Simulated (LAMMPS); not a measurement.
LAMMPS input (classical MD, pair style edip, file Si.edip):

```
units metal
atom_style atomic
atom_modify map array
boundary p p p
read_data cell.data
replicate 6 6 6
pair_style edip
pair_coeff * * Si.edip Si
mass 1 28.0850
neighbor 1.5 bin
neigh_modify every 1 delay 0 check yes one 6000 page 200000
timestep 0.001
compute xu all property/atom xu yu zu
thermo_style custom step temp pe etotal enthalpy press vol lx ly lz
thermo_modify norm no flush no
thermo 1000
fix br all box/relax aniso 0 vmax 0.001
min_style cg
minimize 0 0.0001 3000 15000
unfix br
velocity all create 2020 6929183 dist gaussian mom yes
fix md0 all npt temp 1010 1010 0.1 aniso 0 0 1.0 drag 1.0
run 10000
unfix md0
fix md0 all npt temp 1010 1010 0.1 aniso 0 0 1.0
run 30000
unfix md0
change_box all x final 0 32.62185 y final 0 32.62256 z final 0 32.62097 remap units box
fix md0 all nvt temp 1010 1010 0.1
run 3000
unfix md0
fix md0 all nvt temp 1010 1010 1.0
run 30000
unfix md0
fix md0 all nve
run 8000
unfix md0
```

cell.data:

```
Si8

8 atoms
1 atom types

0 5.431000 xlo xhi
0 5.431000 ylo yhi
0 5.431000 zlo zhi

Masses

1 28.0850 # Si

Atoms # atomic

1 1 0.000000 0.000000 2.715500
2 1 1.357750 4.073250 1.357750
3 1 0.000000 2.715500 0.000000
4 1 1.357750 1.357750 4.073250
5 1 2.715500 0.000000 0.000000
6 1 4.073250 4.073250 4.073250
7 1 2.715500 2.715500 2.715500
8 1 4.073250 1.357750 1.357750
```

Predict the state found, the enthalpy per atom, the first peak of g(r), the coordination number.

state found: crystal; no diffusion seen in 30 ps; enthalpy per atom: -4.3770 ± 0.0005 eV; first peak of g(r): 2.36 Å, height 5.2; coordination number: 4.00 (counted to 2.94 Å).
